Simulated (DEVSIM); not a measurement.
# abrupt Ge n-p junction

System: abrupt Ge n-p junction, at 300 K.

| layer (left to right) | material | thickness (μm) | Nd (cm⁻³) | Na (cm⁻³) | τn (s) | τp (s) |
|---|---|---|---|---|---|---|
| 1 | Ge | 1.30 | 1.6e15 | - | 0.00097 | 0.00097 |
| 2 | Ge | 14.0 | - | 1.1e15 | 0.00097 | 0.00097 |

Left contact: ohmic. Right contact: ohmic. Voltage is applied to the left contact. Recombination: SRH at mid-gap. Mobility is μmin + (μ − μmin)/(1 + (N/Nref)^α).

This is a model device: material constants are rounded textbook-type values typed into the input, and sizes, dopings and lifetimes were drawn at random. Values at 300 K.

```tsv
parameter	Ge
gap (eV)	0.664
affinity (eV)	4
permittivity	16
Nc (cm⁻³)	1.04e19
Nv (cm⁻³)	6e18
μn (cm²/Vs)	3900
μp (cm²/Vs)	1900
μn,min	150
μp,min	100
Nref,n	2.6e17
Nref,p	4e17
αn	0.56
αp	0.6
```

Model (solved in DEVSIM): 1D drift-diffusion, Boltzmann statistics, complete ionisation; no tunnelling, impact ionisation, image-force lowering or self-heating.

```
Property                                          Result
---------------------------------------------  ---------
Potential step across the device at zero bias    0.215 V
Largest field in the device at zero bias       4900 V/cm
Dark forward voltage at 1 A/cm²                  0.102 V
Dark forward voltage at 100 A/cm²                0.365 V
```

Dark forward current:

| V (V) | J (A/cm²) |
|---|---|
| -0.05 | -0.14 |
| -0.15 | -4.4 |
| -0.20 | -13 |
| -0.30 | -54 |
| -0.40 | -130 |
| -0.45 | -190 |
| -0.55 | -320 |
| -0.65 | -500 |
| -0.75 | -720 |
| -0.80 | -840 |
| -0.90 | -1100 |
| -1.00 | -1400 |
| -1.05 | -1600 |
| -1.15 | -1900 |
